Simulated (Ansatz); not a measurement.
## Worked example: self-consistent single point of BW3 (Fm-3m, 4 atoms in the cell) in Ansatz

Method: PBEsol, default PAW files made with PBE (plane waves; Ansatz, an electronic-structure program).

This input was run:

Ansatz 0.2 input:
```yaml
crystal:
  lattice:
    - [0.00000000, 3.50241400, 3.50241400]
    - [3.50241400, 0.00000000, 3.50241400]
    - [3.50241400, 3.50241400, 0.00000000]
  atoms:
    - { symbol: B, position: [0.00000000, 0.00000000, 0.00000000] }
    - { symbol: W, position: [0.50000000, 0.50000000, 0.50000000] }
    - { symbol: W, position: [0.25000000, 0.25000000, 0.25000000] }
    - { symbol: W, position: [0.75000000, 0.75000000, 0.75000000] }
basis:
  ecutwfc: 30.9 Ry
kpoints:
  mp_grid:
    grid: [8, 8, 8]
hamiltonian:
  xc: pbesol
  pseudopotentials:
    kind: paw
scf:
  occupations:
    method: cold
    width: 0.0147 Ry
output:
  forces: true
  eigenvalues: true
  stress: true
```

Output, abridged:

```
WARN ansatz: RAYON_NUM_THREADS=1 ignored (pool sized by the plan → 1); use --threads N
Pseudopotentials: kind: paw
Pseudopotential: B, paw, valence charge 3
Pseudopotential: W, paw, valence charge 14
Crystal: 4 atoms, lattice volume = 85.928 Å³
Basis set: ecut = 420.4159175005146 eV, 1687 PW (Γ), exchange–correlation on 72×72×72 points (8 copies of the dense FFT grid, shifted against one another)
Bands: 27, of which v1, the nominal top of the filled ones, is band 23 counted from 1 (22 counted from 0)
Symmetry: 48 space group operations
Space group: Fm-3m (ITA 225), of the structure as read, at distance tolerance 4.4e-5 Å
k-points: 29 of 512
PAW frozen core: B, regenerated for the run's functional, and the local potential with it
PAW frozen core: W, regenerated for the run's functional, and the local potential with it
Initial density: superposition of atomic densities (neutral atoms: chi_scale 0, normalization atom), corrected by the library's trained network
Initial wavefunctions: pseudopotential atomic-orbital guess
Eigensolver: davidson
Functional: x = pbesol(κ = 0.804, μ = 0.12345679012345678), c = pbesol(β = 0.046)
SCF iter   1: F=—  HF=-30912.466081 eV  |F-HF|=—  |Δ(HF+E_count)|=         —  Δρ=1.37e-2  dr2=3.79e-1  ethr=1.77e-3  ⟨swp⟩=4.1  Hψ=3109  notcnv=0
all-band conjugate gradients solve this SCF's bands
preconditioner: auto → Kerker (q_TF=auto, 2.449 Å⁻¹)
SCF iter   2: F=—  HF=-30912.426824 eV  |F-HF|=—  |Δ(HF+E_count)|=   3.93e-2  S|Δr|=    0.00e0  Δρ=5.11e-3  dr2=3.89e-2  ethr=8.43e-4  ⟨swp⟩=1.0  Hψ=1015  notcnv=0
SCF iter   3: F=—  HF=-30912.421454 eV  |F-HF|=—  |Δ(HF+E_count)|=   5.37e-3  S|Δr|=    0.00e0  Δρ=1.26e-3  dr2=1.06e-3  ethr=8.64e-5  ⟨swp⟩=2.0  Hψ=935  notcnv=0
SCF iter   4: F=—  HF=-30912.421251 eV  |F-HF|=—  |Δ(HF+E_count)|=   2.03e-4  S|Δr|=    0.00e0  Δρ=1.57e-4  dr2=2.13e-5  ethr=2.35e-6  ⟨swp⟩=2.0  Hψ=1071  notcnv=0
SCF iter   5: F=—  HF=-30912.421248 eV  |F-HF|=—  |Δ(HF+E_count)|=   3.14e-6  S|Δr|=    0.00e0  Δρ=3.34e-5  dr2=9.67e-7  ethr=4.74e-8  ⟨swp⟩=2.0  Hψ=1021  notcnv=0
SCF iter   6: F=-30912.421248 eV  HF=-30912.421248 eV  |F-HF|=8.55e-10  |Δ(HF+E_count)|=   2.66e-8  S|Δr|=    0.00e0  Δρ=5.73e-6  dr2=1.46e-8  ethr=2.22e-10  ⟨swp⟩=7.1  Hψ=3253  notcnv=0
SCF 1 converged in 6 iterations: F = -30912.421248 eV  dr2 = 1.46e-8
SCF converged after 6 iterations
Stability not checked (fill_not_monotonic)
Free energy (F): -30912.421248 eV
Harris-Foulkes:  -30912.421248 eV  (|F-HF|=8.55e-10)
Internal energy: -30912.431416 eV  (E = F + TS)
E sigma→0 (E₀):  -30912.424637 eV
Entropy (-TS):   0.010168 eV (2.542 meV/atom)
Fermi energy:    11.823337 eV
--- Per-component energies (eV) ---
  E_band       = -654.777225
  E_kinetic    = 1343.767598
  E_local      = -3010.431968  (includes V_loc(G=0)·N_el)
  E_nonlocal   = 23.200798
  E_hartree    = 1046.695089
  E_xc         = -803.961127
  E_vxc        = -723.204770  (∫ρ·V_xc dr)
  E_paw        = -25381.176615  (= ΣΔE_a)
  E_vpaw       = -381.496777  (= ΣTr[D̂ρ^β])
  E_aug_tail   = -0.000181  (compensation charges beyond the density's cutoff)
  E_ewald      = -4131.205096
  E_core_change = 0.680087  (= ΣΔE_core)
  E_smearing   = 0.010168  (= −TS)
  E_closure    = -0.000000  (closes the sum)
  Σ components = -30912.421248   (vs F -30912.421248, Δ=0.00e0)
--- Forces (eV/Å), atoms counted from 1 ---
  atom   1  B     -0.00000000     0.00000000     0.00000000
   [... zero for the other atoms too ...]
  max |Σ_I F_I| component: 9.25e-18 eV/Å
--- Stress (GPa, compression-positive) ---
      -48.911637      -0.000000      -0.000000
       -0.000000     -48.911637      -0.000000
        0.000000      -0.000000     -48.911637
  P = ⅓ Tr σ = -48.9116 GPa (-489.116 kbar)
  The stress holds the Pulay correction. Without it, at fixed plane waves, as pw.x and ABINIT print it: P = -48.9496 GPa
--- Band table (eV; the first three rows and the last of 29) ---
  k-point 0: bands = ["-62.5296", "-62.5094", "-62.4861", "-26.6966", "-26.6966", "-26.6966", "-26.6227", "-26.6227", "-26.6227", "-26.4628", "-26.4628", "-26.4628", "3.7745", "9.2419", "9.2419", "9.2969", "9.2969", "9.2969", "10.4821", "10.5440", [...]
  k-point 1: bands = ["-62.5284", "-62.5096", "-62.4872", "-26.7039", "-26.7031", "-26.7031", "-26.6173", "-26.6173", "-26.6073", "-26.4714", "-26.4618", "-26.4618", "3.9366", "8.7639", "9.0908", "9.0908", "9.5997", "9.5997", "10.3921", "10.5157", [...]
  k-point 2: bands = ["-62.5250", "-62.5102", "-62.4900", "-26.7160", "-26.7160", "-26.7091", "-26.6071", "-26.6071", "-26.5857", "-26.4889", "-26.4591", "-26.4591", "4.3956", "8.0260", "9.0742", "9.0742", "9.9659", "9.9659", "9.9783", "10.5148", [...]
  k-point 28: bands = ["-62.5120", "-62.5120", "-62.5012", "-26.7701", "-26.7060", "-26.7060", "-26.6317", "-26.5622", "-26.5617", "-26.4809", "-26.4809", "-26.4501", "5.8261", "7.9067", "7.9067", "8.3951", "9.9063", "10.3883", "10.4465", "10.4465", [...]
```

The run converged in 6 iterations.

The starting cell was generated: these elements placed on a structure prototype, without a prior relaxation; it need not be a known phase or ordering of this composition. Its lattice was rescaled by a random factor within 2.5 % of one. Spin-orbit coupling is off. Spin polarisation is off. With a pressure of about -49 GPa the cell is away from its equilibrium volume at this level. Ansatz's pressure includes its estimate of the finite-basis (Pulay) stress.
